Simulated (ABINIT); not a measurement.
A relaxation of cell and atoms of CsH (Pm-3m, 2 atoms in the cell) with ABINIT.

Level of theory: LDA (PW92), PAW (JTH v2.0 LDA PAW) (plane waves; ABINIT).

This input was run:

```
# CsH, JTH v2.0 LDA PAW
pp_dirpath "./"
pseudos "Cs.LDA_PW-JTH.xml, H.LDA_PW-JTH.xml"
acell 3*1.0 Angstrom
rprim
         3.8145920000    0.0000000000    0.0000000000
         0.0000000000    3.8145920000    0.0000000000
         0.0000000000    0.0000000000    3.8145920000
natom 2
ntypat 2
znucl 55 1
typat 1 2
xcart
         0.0000000000    0.0000000000    0.0000000000
         1.9072960000    1.9072960000    1.9072960000
      Angstrom
ecut 816 eV
pawecutdg 1633 eV
pawxcdev 0
occopt 1
nband 8
kptopt 1
ngkpt 7 7 7
nshiftk 1
shiftk 0 0 0
nstep 80
tolvrs 1.0e-12
diemac 9
ionmov 22
ntime 40
tolmxf 5.0e-05
optcell 2
dilatmx 1.08
ecutsm 0.5
prtwf 0
prtden 0
```

The program printed (abridged):

```
--- !BeginCycle
solver: {iscf: 17, nstep: 80, nline: 4, wfoptalg: 10, }
tolerances: {tolvrs: 1.00E-12, }
...

     iter   Etot(hartree)      deltaE(h)  residm     nres2
 ETOT  1  -21.179940691029    -2.118E+01 2.834E-02 8.527E+00
 ETOT  2  -21.173847650622     6.093E-03 1.093E-03 5.042E-01
 ETOT  3  -21.172420366552     1.427E-03 2.638E-04 1.427E-01
 ETOT  4  -21.172307647474     1.127E-04 1.215E-04 5.993E-03
 ETOT  5  -21.172311577118    -3.930E-06 1.377E-05 2.216E-04
   [... 3 lines left out ...]
 ETOT  9  -21.172312165622    -7.542E-12 6.075E-08 1.401E-08
 ETOT 10  -21.172312165601     2.098E-11 5.725E-08 8.827E-10
 ETOT 11  -21.172312165600     1.243E-12 5.106E-09 2.056E-12
 ETOT 12  -21.172312165600    -3.055E-13 4.793E-09 2.204E-13
 At SCF step   12       nres2   =  2.20E-13 < tolvrs=  1.00E-12 =>converged.

 Cartesian components of stress tensor (hartree/bohr^3)
  sigma(1 1)=  6.06407592E-05  sigma(3 2)=  0.00000000E+00
  sigma(2 2)=  6.06407592E-05  sigma(3 1)=  0.00000000E+00
  sigma(3 3)=  6.06407592E-05  sigma(2 1)=  0.00000000E+00

 ----iterations are completed or convergence reached----

 reduced coordinates (array xred) for    2 atoms
       0.000000000000      0.000000000000      0.000000000000
       0.500000000000      0.500000000000      0.500000000000
 cartesian forces (eV/Angstrom) at end:
    1     -0.00000000000000    -0.00000000000000    -0.00000000000000
    2     -0.00000000000000    -0.00000000000000    -0.00000000000000
 frms,max,avg= 0.0000000E+00 0.0000000E+00   0.000E+00  0.000E+00  0.000E+00 e/A
   [... lines left out ...]
 Fermi (or HOMO) energy (hartree) =   0.02313   Average Vxc (hartree)=  -0.33254
   [... lines left out ...]
local_psp           : -8.29955115848315E+00
total_energy        : -2.11738693619474E+01
total_energy_eV     : -5.76170287009444E+02
...

-Cartesian components of stress tensor (GPa)         [Pressure=  3.4610E-03 GPa]
- sigma(1 1)= -3.46096380E-03  sigma(3 2)=  0.00000000E+00
- sigma(2 2)= -3.46096380E-03  sigma(3 1)=  0.00000000E+00
- sigma(3 3)= -3.46096380E-03  sigma(2 1)=  0.00000000E+00

 Calculation completed.
```

The run converged. 

Summary of the result:
```
Quantity                                                                            Result
------------------------------------------------  ----------------------------------------
Free energy E − TS                                                              -576.17 eV
Top of the valence band (on the code's own zero)                                   0.63 eV
Gap on the k-point mesh                                                            2.82 eV
Pressure                                                                          0.00 GPa
Final cell                                        a = b = c = 3.6537 Å, α = β = γ = 90.00°
Final volume per atom                                                             24.39 Å³
Relaxation steps                                                                        21
```

The starting cell comes from a database of computed structures (which also holds hypothetical and non-ambient phases and stackings), without a prior relaxation at this level. Its lattice was rescaled by a random factor within 2.5 % of one. The relaxation keeps the symmetry of its start, so its end need not be a minimum.

Cost on one core of a shared machine: roughly 6 min.
